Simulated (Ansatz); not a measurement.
Start from MgH2 in the CdCl2 type structure (space group R-3m, No. 166; a = 3.009 Å, c = 12.594 Å (hexagonal axes); a hypothetical phase, not in the database extracts checked).

All numbers come from r2SCAN+rVV10 (Ansatz, a program for electronic structure; PAW; 500 eV plane waves; without spin-orbit coupling).

For the base:

```
Property                        Result
-----------------------------  -------
In-plane lattice parameter a   3.009 Å
Shortest interatomic distance  1.963 Å
```

One thing is altered: a free-standing slab of 1 layer (3 atoms, 3 a layer) is cut normal to the stacking axis, with 15 Å of vacuum and the in-plane cell relaxed.

Q: How does this affect the excess energy per area of both faces?

A: The excess energy per area of both faces (slab less bulk energy over the cell's area: twice a surface energy) comes out as 0.18 J/m².

Q: What does the calculation give for the in-plane lattice parameter a after the change?

A: The in-plane lattice parameter a shrinks by 0.008 Å, from 3.009 Å to 3.001 Å.

Q: Predict the new thickness between the outermost nuclei.

A: The thickness between the outermost nuclei amounts to 1.84 Å.

Q: Predict the new shortest interatomic distance.

A: The shortest interatomic distance is still 1.963 Å.

The excess energy carries the mismatch between the slab's and the bulk's meshes. No phonon test of stability was made.
